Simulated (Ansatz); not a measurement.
Consider this model of amorphous Ga₂₄O₃₈Ti.

```xyz
63
Lattice="9.1992 0.0106 0.0378 0.0106 9.3675 0.1109 0.0378 0.1109 9.1166" Properties=species:S:1:pos:R:3 pbc="T T T"
Ga     5.3249     6.9563     6.8199
Ga     3.7081     6.7833     3.7318
Ga     6.2303     8.0182     4.1724
Ga     8.9527     6.3868     4.6023
Ga     0.5854     4.0907     5.9898
Ga     6.0456     7.3067     1.0429
Ga     6.5455     0.2444     8.2403
Ga     2.9883     2.1634     7.3038
Ga     8.6953     3.3670     0.2362
Ga     7.9749     6.0472     7.8151
Ga     1.7892     4.4870     2.7281
Ga     6.2059     1.1998     2.2105
Ga     0.2745     6.7617     1.4195
Ga     5.2330     1.0964     5.5138
Ga     8.2152     3.6253     3.3241
Ga     8.9515     8.9698     6.2521
Ga     2.2712     7.2722     6.3628
Ga     2.9139     1.9474     1.2802
Ga     5.2674     4.5208     4.3409
Ga     1.7918     1.5947     4.6531
Ga     0.2229     0.6940     2.4021
Ga     5.7599     3.5271     7.3799
Ga     5.5861     3.9509     1.2618
Ga     0.8293     0.3509     8.6653
O      0.3055     0.4110     4.5313
O      7.9007     7.5292     3.5710
O      3.5591     4.9264     3.5046
O      6.4150     4.2542     2.8905
O      5.0869     7.5230     2.6314
O      7.9049     1.8390     2.7955
O      3.3925     1.3885     5.6334
O      8.2277     4.6080     4.9328
O      6.8175     3.3806     9.0908
O      1.3452     8.6413     7.2374
O      5.6690     0.5170     3.7951
O      6.6568     9.2803     1.1040
O      9.0739     4.3361     1.8028
O      8.2788     7.2052     6.3345
O      2.0600     1.1719     2.7430
O      4.7864     5.5462     0.7342
O      1.2766     2.4578     6.5301
O      9.1026     4.5437     7.8378
O      4.7715     2.2838     1.6382
O      5.2905     6.3048     4.9442
O      1.2845     5.8162     5.6997
O      2.9214     7.9861     4.8005
O      8.2933     0.4959     7.6345
O      3.8704     3.7287     7.8737
O      0.4961     8.6326     1.2897
O      5.6174     3.1452     5.4891
O      6.3100     5.3834     7.3058
O      7.8131     6.5452     0.5102
O      5.8870     8.6097     5.9711
O      1.0648     6.2357     3.0464
O      2.7164     1.0820     8.8070
O      0.3145     1.7666     0.5797
O      1.7824     6.2055     0.3560
O      5.7007     7.9385     8.4190
O      5.5366     1.5459     7.3891
O      3.5788     6.4608     7.3953
O      2.5439     3.7899     1.1280
O      1.1028     3.3260     4.0627
Ti     3.2077     5.3410     8.9554
```

The numbers are results of PBE, scalar-relativistic without spin-orbit coupling (plane waves to 420 eV, PAW; Ansatz, a program for electronic structure), not measurements.

A CHGNet melt-quench gave the starting glass, which DFT then relaxed. O atoms were pushed apart under 1.9 Å during the dynamics, to hinder bonds among them. The hot cell started wider than the set density and was brought back towards it in steps. It is the lowest in DFT energy of 2 quenches. It is a model cell: composition and starting density were chosen by hand, and all elements were melted together. No dispersion term was used. Its density started from a set value of 4.92 and ended at 4.92 g/cm³. The simulated quench (nominally 330 K/ps over its main leg) is rapid and tends to freeze in more defects than a deposited or slowly cooled glass has. A cell of this size samples the disorder only roughly. The volume was held where the preparation left it and the shape relaxed, at a PBE pressure of 0.1 GPa.

Neighbours within Ga-Ga 2.68 Å, Ga-O 2.34 Å, Ga-Ti 2.90 Å, O-O 1.58 Å, O-Ti 2.49 Å, Ti-Ti 3.12 Å count as bonded. Two cations that share two anions don't count as bonded, nor two that share one unless they lie closer than Ga-Ga 2.61 Å, Ga-Ti 2.82 Å, Ti-Ti 3.04 Å.

**Question.** Give the coordination numbers, mean bond lengths and angles.

**Answer.** 
```yaml
Mean coordination of Ga by anions: 4.50 (12 with 4, 12 with 5)
Mean coordination of O: 2.97 (3 with 2, 33 with 3, 2 with 4)
Mean coordination of Ti by anions: 5.00 (1 with 5)
Mean Ga-O bond: 1.930 Å (spread 0.084 Å, 108 counted)
Mean O-Ti bond: 1.937 Å (spread 0.103 Å, 5 counted)
Bond angle at Ga: mean 107.2°, spread 21.7°
Bond angle at O: mean 116.3°, spread 15.8°
Bond angle at Ti: mean 107.0°, spread 26.5°
```

**Question.** List the pairs of like atoms that count as bonded by the rules above.

**Answer.** There are none by these rules.
